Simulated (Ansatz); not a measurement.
Base system: an 8-atom supercell of AlRu in the CsCl type structure (space group Pm-3m, No. 221; a = 2.983 Å) at its relaxed geometry.

Method: Ansatz (a program for electronic structure) r2SCAN, scalar-relativistic without spin-orbit coupling.

One neutral defect a cell, atoms relaxed at fixed cell.

One change was made to it. Results:

```json
[
 {"quantity": "largest displacement of a host atom from its site in the perfect cell", "base": "–", "after": "0.31 Å"},
 {"quantity": "pressure", "base": "0.0 GPa", "after": "-11.1 GPa"}
]
```

### Question
What was done to the base?
(A) Ru vacancy
(B) Al vacancy
(C) Ru interstitial (started 1.49 Å from the nearest host atom)
(D) Sb on a Ru site

### Answer
B, Al vacancy. For comparison, the pressure in the other runs: Sb on a Ru site gives 21.1 GPa; Ru interstitial (started 1.49 Å from the nearest host atom) gives 75.2 GPa; Ru vacancy gives -4.9 GPa.

The cell is small, so the values are those of an ordered compound at a high defect concentration; dilute-limit values will differ. All final runs are without spin polarisation.
